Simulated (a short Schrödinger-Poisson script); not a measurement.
Solved with a short Schrödinger-Poisson script written for these runs: 1D Poisson equation in equilibrium, electrons quantum, Hartree plus LDA exchange-correlation (BenDaniel-Duke, 40 states a valley, the channel's in-plane mass for all, wave functions free to enter the barrier), parabolic valleys, classical holes, donors ionised by Fermi statistics, acceptors fully, no traps, pinning or gate leakage.

System: gated Al0.33Ga0.67As/GaAs modulation-doped gas, at 20 K.

From the gate side: 8 nm Al0.33Ga0.67As; 20 nm Al0.33Ga0.67As, donors 1.2e18 cm⁻³; 5 nm Al0.33Ga0.67As; 6000 nm GaAs, acceptors 3e14 cm⁻³.

The device is made up for the run: typed textbook-type constants, with dimensions and the other settings drawn at random. Al0.33Ga0.67As: permittivity 11.96, conduction-band edge (eV) 0.261, gap (eV) 1.836, electron mass (mₑ) 0.0944, Nv at 300 K (cm⁻³) 9e18. GaAs: permittivity 12.9, conduction-band edge (eV) 0, gap (eV) 1.424, Nv at 300 K (cm⁻³) 9e18.

Channel valleys (confinement mass, in-plane density-of-states mass, number): Γ 0.067, 0.067, 1. At the gate the conduction-band edge of layer 1 lies 1.01 eV − eVg above the Fermi level of the channel; the field vanishes at the back. Donor level 0.006 eV below the band edge. The barrier under the gate holds no holes. Gaps are held at their typed values at every temperature. Mesh 0.08 nm at interfaces.

Task: Give the gate voltage at 1e11 electrons/cm² (V); the centroid of the channel electrons at Vg = 0.5 V (nm); the sheet density of all electrons at Vg = 0.5 V (cm⁻²).

Result: gate voltage at 1e11 electrons/cm² (V): 0.22; centroid of the channel electrons at Vg = 0.5 V (nm): 6.26; sheet density of all electrons at Vg = 0.5 V (cm⁻²): 5.93e11.
